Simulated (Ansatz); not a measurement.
**CaMoO4 (I4₁/a, No. 88)**

All values below come from r²SCAN (plane waves, PAW; Ansatz, a first-principles code).

Run with plane-wave cutoff 560 eV, 10×10×10 k mesh, Fermi–Dirac smearing 0.01 eV, no spin polarisation, scalar-relativistic PAW data made under PBE.

Cell (relaxed at this level):

```xyz
12
Lattice="-2.6131 2.6131 5.6902 2.6131 -2.6131 5.6902 2.6131 2.6131 -5.6902" Properties=species:S:1:pos:R:3 pbc="T T T"
Mo     0.0000     0.0000     5.6902
Mo     2.6131     0.0000     2.8451
Ca     0.0000     0.0000     0.0000
Ca     0.0000     2.6131     2.8451
O      1.3458     0.7864     1.8802
O      0.7864     1.2674     4.7253
O      3.8805    -0.7864     1.8802
O      1.8267     1.3458    -0.9649
O      1.2674    -0.7864     6.6551
O      1.8267    -1.2674     3.8100
O      1.3458     3.3996     0.9649
O      3.3996     1.2674     3.8100
```

```json
{
  "band_gap": "3.81 eV (on the SCF k mesh)"
}
```

Spin–orbit coupling is not included.

Cost on a shared machine: about 14 core-minutes (a rough figure).
